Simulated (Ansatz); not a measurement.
Base system: Ba in the bcc (W type) structure (space group Im-3m, No. 229; a = 4.882 Å; relaxed with 0.1 eV smearing). Axes: x, y, z lie along the cube axes.

Computed with plane-wave PAW DFT at the PBEsol level (Ansatz, a program for electronic structure, 420 eV), spin-orbit coupling left out.

One thing is altered: compressive biaxial strain of 0.83 % in the plane normal to [111], as in epitaxy on a mismatched substrate; the out-of-plane cell vector and the atoms relax.

Question: What happens to the in-plane stress?

Answer: The mean in-plane stress (compression positive) amounts to +0.2 GPa.

Question: What happens to the ratio −ε⊥/ε∥?

Answer: The ratio −ε⊥/ε∥ comes out as 0.19.

Question: What does the calculation give for the energy relative to the base after the change?

Answer: The energy increases by 0.7 meV/atom.

No phonon test of stability was made.
